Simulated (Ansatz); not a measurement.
An Ansatz (a first-principles code) run: SiO2 with a change (biaxial strain −2.25 %, plane normal [001], relaxed out of plane); PBEsol (Ansatz), no SOC.

Input:

Ansatz 0.2 input:
```yaml
crystal:
  lattice:
    - [4.8376394533, 0, 0]
    - [2.4188197267, 4.1895186609, 0]
    - [0, 0, 5.5026961426]
  atoms:
    - { symbol: Si, position: [0, 0.4704309206, 0.3333333333] }
    - { symbol: Si, position: [0.5295690794, 1, 0] }
    - { symbol: Si, position: [0.4704309206, 0.5295690794, 0.6666666667] }
    - { symbol: O, position: [0.2667903814, 0.1457764597, 0.2143520329] }
    - { symbol: O, position: [0.5874331589, 0.2667903814, 0.8810186995] }
    - { symbol: O, position: [0.7332096186, 0.4125668411, 0.4523146338] }
    - { symbol: O, position: [0.8542235403, 0.7332096186, 0.1189813005] }
    - { symbol: O, position: [0.4125668411, 0.8542235403, 0.7856479671] }
    - { symbol: O, position: [0.1457764597, 0.5874331589, 0.5476853662] }
basis: { ecutwfc: 420, ecutrho_ratio: 4, xc_grid: 2, fft_grid_basis: typed }
kpoints: { mp_grid: { grid: [8, 8, 6] } }
hamiltonian:
  xc: pbesol
  dispersion: none
  pseudopotentials: { kind: paw }
scf: { occupations: { method: fermi_dirac, width: 0.05 } }
relax: { f_tol: 0.005, max_steps: 50, cell: { stress_tol: 0.01, fix: [a, b, gamma] } }
output: { forces: true, stress: true }
checkpoint: { write: state.ck, write_every: 1000 }
```

Output (explanatory and most iteration lines left out):

```
Relaxation: its limit of steps is 50 (relax.max_steps)
Pseudopotential: Si, paw, valence charge 4
Pseudopotential: O, paw, valence charge 6
Crystal: 9 atoms, lattice volume = 111.525 Å³
Basis set: ecut = 420 eV, 2173 PW (Γ), exchange–correlation on 72×72×80 points (8 copies of the dense FFT grid, shifted against one another)
Bands: 33, of which v1, the nominal top of the filled ones, is band 24 counted from 1 (23 counted from 0)
Symmetry: 6 space group operations
Space group: P3221 (ITA 154), of the structure as read, at distance tolerance 4.8e-5 Å
k-points: 50 of 384 (time reversal used)
Functional: x = pbesol(κ = 0.804, μ = 0.12345679012345678), c = pbesol(β = 0.046)
SCF iter   1: F=—  HF=-5239.758789 eV  |F-HF|=—  |Δ(HF+E_count)|=         —  Δρ=1.21e-2  dr2=1.25e-1  ethr=1.77e-3  ⟨swp⟩=6.9  Hψ=9055  notcnv=0  defer=35
SCF iter   2: F=—  HF=-5239.723349 eV  |F-HF|=—  |Δ(HF+E_count)|=   3.54e-2  Δρ=1.61e-3  dr2=1.10e-3  ethr=2.60e-4  ⟨swp⟩=2.1  Hψ=3212  notcnv=0  defer=139
SCF 1 converged in 6 iterations: F = -5239.724003 eV  dr2 = 2.04e-8
relax step   1: F+E_penalty+E_count = -5239.72400302 eV  Δ(F+E_penalty+E_count) = +0.000e0 eV  max|allowed force component| = 6.889e-1 eV/Å  Δτ_max = 0.0000 Å  P = +6.812 GPa  Ω = 111.525 Å³  fix = [a, b, gamma]  reactions: a +8.366, b +8.366 GPa  (6 SCF iters, dr2 threshold 1.00e-7 eV, accepted)
[... steps on the carried basis left out ...]
relax step   9: F+E_penalty+E_count = -5239.81120239 eV  Δ(F+E_penalty+E_count) = -2.933e-4 eV  max|allowed force component| = 1.656e-4 eV/Å  Δτ_max = 0.0011 Å  P = +1.316 GPa  Ω = 110.825 Å³  energy of the carried Pulay correction = +2.760e-4 eV  fix = [a, b, gamma]  reactions: a +1.975, b +1.975 GPa  (5 SCF iters, dr2 threshold 1.47e-8 eV, accepted)
Crystal: 9 atoms, lattice volume = 110.825 Å³
SCF iter   1: F=—  HF=-5239.810987 eV  |F-HF|=—  |Δ(HF+E_count)|=         —  Δρ=6.15e-6  dr2=7.62e-9  ethr=1.79e-7  ⟨swp⟩=3.2  Hψ=13663  notcnv=0
SCF iter   2: F=—  HF=-5239.810978 eV  |F-HF|=—  |Δ(HF+E_count)|=   8.84e-6  Δρ=3.08e-6  dr2=2.95e-9  ethr=1.59e-11  ⟨swp⟩=3.0  Hψ=3676  notcnv=0
SCF 10 converged in 6 iterations: F = -5239.810978 eV  dr2 = 1.79e-13
SCF converged after 6 iterations
Free energy (F): -5239.810978 eV
Internal energy: -5239.810978 eV  (E = F + TS)
E sigma→0 (E₀):  -5239.810978 eV
Fermi energy:    5.658788 eV
--- Forces (eV/Å), atoms counted from 1 ---
  atom   1  Si    -0.00001738    -0.00003010    -0.00000000
  atom   2  Si     0.00003476    -0.00000000     0.00000000
  atom   3  Si    -0.00001738     0.00003010     0.00000000
  atom   4  O     -0.00005140    -0.00005044     0.00016643
  atom   5  O      0.00006938    -0.00001929     0.00016643
  atom   6  O     -0.00001798    -0.00006973    -0.00016643
  atom   7  O      0.00006938     0.00001929    -0.00016643
  atom   8  O     -0.00005140     0.00005044    -0.00016643
  atom   9  O     -0.00001798     0.00006973     0.00016643
--- Stress (GPa, compression-positive) ---
        1.974585       0.000000      -0.000000
        0.000000       1.974585       0.000000
       -0.000000       0.000000      -0.008082
  P = ⅓ Tr σ = 1.3137 GPa (13.137 kbar)
--- Relaxed structure (8 steps of the walk, 8 accepted, 2 SCFs on fresh bases) ---
  cell:  # Å, volume = 110.8251 Å³
    - [4.8376394532955755, -2.8867631067556705e-11, -5.619546643971843e-19]
    - [2.4188197266727878, 4.189518660889398, 5.61954664385571e-19]
    - [-6.392096380717126e-19, 1.1071435698279235e-18, 5.468151211146023]
  atoms:
    - { symbol: Si, position: [-5.5423062864435526e-17, 0.4642057950295639, 0.3333333333333333] }
    - { symbol: Si, position: [0.5357942049704362, 1.0000000000000002, 1.0567900301546259e-19] }
    - { symbol: Si, position: [0.4642057950295639, 0.5357942049704362, 0.6666666666666666] }
    - { symbol: O, position: [0.2783696603780078, 0.130351308506172, 0.22189240319561246] }
    - { symbol: O, position: [0.5912790311158203, 0.27836966037800787, 0.8885590698622792] }
    - { symbol: O, position: [0.7216303396219919, 0.40872096888417997, 0.4447742634710541] }
    - { symbol: O, position: [0.869648691493828, 0.7216303396219923, 0.11144093013772081] }
    - { symbol: O, position: [0.4087209688841799, 0.869648691493828, 0.7781075968043876] }
    - { symbol: O, position: [0.13035130850617221, 0.5912790311158203, 0.5552257365289458] }
```

Stability against distortions was not tested. The cell was made from SiO$_{2}$ (space group P3_221, No. 154) by this change: biaxial strain −2.25 %, plane normal [001], relaxed out of plane.
